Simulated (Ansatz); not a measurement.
## A constructed model of the (0001) surface of hcp Ti, a layer of Zr in place of the third plane (bottom of the slab: a bare face, its two planes held)

Method: PBE (plane waves to 420 eV, PAW; Ansatz, a program for electronic structure).

Slab: 6 atoms, 11.8 Å thick at the start; k 15x15x1, smearing 0.1 eV, dipole-corrected; 2 atoms held, the rest relaxed; held to the start's symmetry, so lower structures may exist; no spin, no spin-orbit, no U. In PBE it is, or lies within 0.01 eV a 1x1 cell of, the lowest of the 2 structures of its composition computed so far; larger cells were not tried.

* **work function of the top face**: 4.36 eV
* **energy released by relaxation**: 0.19 eV
* **cost**: around 2.2 core-minutes (rough)
